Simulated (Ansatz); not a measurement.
We consider pyrite PtAs2, described by PBEsol (Ansatz, a quantum-chemistry and plane-wave program, PAW).

Run with plane-wave cutoff 520 eV, 6×6×6 k mesh, scalar-relativistic PAW data made under PBE.

Computed at the level's own relaxed cell.

Question: Estimate the Voigt–Reuss–Hill bulk modulus, elastic constant C44, elastic constant C11 and elastic constant C12 that the calculation returns.

Answer: 
* **Voigt–Reuss–Hill bulk modulus**: 156 GPa
* **elastic constant C44**: 74.1 GPa
* **elastic constant C11**: 326 GPa
* **elastic constant C12**: 70.7 GPa

Elastic constants are with the ions relaxed.

Spin–orbit coupling is not included.

Computed values are for the static lattice.

It cost roughly 60 core-minutes of CPU time.
